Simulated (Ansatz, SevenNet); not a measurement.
Lattice constant a of CsCl-type PdIn at several levels of theory

No measured value is used here.

| level (code) | value (Å) |
|---|---|
| SevenNet-l3i5 (SevenNet) | 3.309 |
| LDA (Ansatz) | 3.214 |
| PBE (Ansatz) | 3.306 |
| PBE+SOC (Ansatz) | 3.305 |
| PBEsol (Ansatz) | 3.247 |
| PBE-D3(BJ) (Ansatz) | 3.260 |
| PBE-D4 (Ansatz) | 3.268 |
| rVV10 (Ansatz) | 3.330 |
| r²SCAN (Ansatz) | 3.267 |
| r²SCAN+SOC (Ansatz) | 3.266 |
| HSE06 (Ansatz) | 3.270 |
| PBE0 (Ansatz) | 3.268 |

Cutoffs and k meshes differ between the levels. Ansatz's density-functional and Hartree–Fock values are scalar-relativistic unless marked +SOC, with PAW data made under PBE.

Machine-learned potentials (SevenNet-l3i5) are trained on DFT data, which may include these solids.

Ansatz is a quantum-chemistry and plane-wave program.
